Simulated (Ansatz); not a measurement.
Data:

```
CELL_PARAMETERS angstrom
      0.00000     2.73853     2.73853
      2.73853     0.00000     2.73853
      2.73853     2.73853     0.00000
ATOMIC_POSITIONS crystal
  I  0.75000 0.75000 0.75000
  Cu 0.00000 0.00000 0.00000
```

A single point on CuI with a change (pressure 22.5 GPa), its geometry relaxed with PBEsol.

All numbers come from DFT with HSE06, PAW potentials and a 420 eV plane-wave cutoff in Ansatz (an electronic-structure program), spin-orbit coupling included. Settings: 8×8×8 k-points, 0.01 eV Fermi–Dirac smearing.

### Question
What band gap does the calculation give?

### Answer
2.65 eV.

### Question
Predict the valence-band top at Γ (three highest Kramers pairs, from the VBM).

### Answer
0.00, 0.00, -0.84 eV.

Single points use the geometry relaxed with PBEsol. The hybrid gap comes from the SCF mesh plus the semilocal run's edge points and a few special points and is an upper bound. Load acts through the strain it causes; cell and atoms are relaxed under it. Whether these cells are dynamically stable was not tested. Tetrahedral semiconductors of this kind turn to denser phases somewhere between about 1 and 50 GPa; those were not computed, so compressed cells here can lie past the real transition. The cell was made from CuI in the zinc blende structure (space group F-43m, No. 216) by this change: pressure 22.5 GPa.
